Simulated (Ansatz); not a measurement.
Worked example: self-consistent single point of LaAs (I4mm, 2 atoms in the cell) in Ansatz (a program for electronic structure).

Method of the run: LDA (PW92), default PAW files made with PBE (plane waves; Ansatz).

The change in words: lattice scaled by 0.98; basis.ecutwfc: 420 eV → 505 eV. Reference geometry:
```
CELL_PARAMETERS angstrom
      0.00000     3.11458     3.11458
      3.11458     0.00000     3.11458
      3.11458     3.11458     0.00000
ATOMIC_POSITIONS crystal
  La 0.00803 0.00803 0.99197
  As 0.50000 0.50000 0.50000
```

Reference input (self-consistent single point, DFT, LDA (PW92), plane waves, default PAW files made with PBE): basis.ecutwfc = 420 eV; kpoints.mp_grid.grid = 9 9 9; hamiltonian.xc = lda; hamiltonian.pseudopotentials = {kind: paw} (the program's default PAW files); scf.occupations.method = gaussian; scf.occupations.width = 0.1 eV. This run's input differs from it in these lines:

Ansatz 0.2 input:
```diff
@@ -3,5 +3,5 @@
   lattice:
-    - [0.000000, 3.114580, 3.114580]
-    - [3.114580, 0.000000, 3.114580]
-    - [3.114580, 3.114580, 0.000000]
+    - [0.000000, 3.052288, 3.052288]
+    - [3.052288, 0.000000, 3.052288]
+    - [3.052288, 3.052288, 0.000000]
   atoms:
@@ -10,3 +10,3 @@
 basis:
-  ecutwfc: 420.0
+  ecutwfc: 505.0
 kpoints:
```

Log, with long lists cut:

```
SCF iter   1: F=—  HF=-10852.890917 eV  |F-HF|=—  |Δ(HF+E_count)|=         —  Δρ=4.13e-3  dr2=4.77e-3  ethr=1.77e-3  ⟨swp⟩=4.1  Hψ=5208  notcnv=0
all-band conjugate gradients solve this SCF's bands
preconditioner: auto → Kerker (q_TF=auto, 2.395 Å⁻¹)
SCF iter   2: F=—  HF=-10852.888953 eV  |F-HF|=—  |Δ(HF+E_count)|=   1.96e-3  Δρ=2.22e-3  dr2=1.42e-3  ethr=1.83e-5  ⟨swp⟩=2.0  Hψ=2775  notcnv=0
   [... lines left out ...]
SCF iter   5: F=—  HF=-10852.888673 eV  |F-HF|=—  |Δ(HF+E_count)|=   2.32e-6  Δρ=3.03e-5  dr2=8.92e-7  ethr=3.55e-8  ⟨swp⟩=2.0  Hψ=2229  notcnv=0
SCF iter   6: F=-10852.888673 eV  HF=-10852.888673 eV  |F-HF|=1.14e-8  |Δ(HF+E_count)|=   2.40e-7  Δρ=1.16e-5  dr2=8.22e-8  ethr=3.85e-10  ⟨swp⟩=3.5  Hψ=5916  notcnv=0
the search or the solves at the SCF's close seem to have found levels that the self-consistency loop had missed (the run counts 1) …
SCF 1 converged in 6 iterations: F = -10852.888673 eV  dr2 = 8.22e-8
Free energy (F): -10852.888673 eV
Internal energy: -10852.887684 eV  (E = F + TS)
E sigma→0 (E₀):  -10852.888179 eV
Entropy (-TS):   -0.000988 eV (-0.494 meV/atom)
Fermi energy:    9.962155 eV
--- Forces (eV/Å), atoms counted from 1 ---
  atom   1  La     0.00000000     0.00000000    -0.13365987
  atom   2  As    -0.00000000    -0.00000000     0.13364946
--- Stress (GPa, compression-positive) ---
       -1.477774       0.000000       0.000000
        0.000000      -1.477774       0.000000
        0.000000       0.000000      -1.266654
  P = ⅓ Tr σ = -1.4074 GPa (-14.074 kbar)
  The stress holds the Pulay correction. Without it, at fixed plane waves, as pw.x and ABINIT print it: P = -1.4132 GPa
```

The run converged in 6 iterations. Against the reference run the free energy goes down by 37.7 meV/atom, the pressure goes from -5.11 to -1.41 GPa and the largest force goes from 0.100 to 0.134 eV/Å.

The starting cell comes from a database of computed structures (which also holds hypothetical and non-ambient phases and stackings), without a prior relaxation at this level. Its lattice was rescaled by up to half a per cent. One atom was moved a little off its site on purpose. For this run, on top of that: lattice scaled by 0.98. Ansatz's pressure includes its estimate of the finite-basis (Pulay) stress.
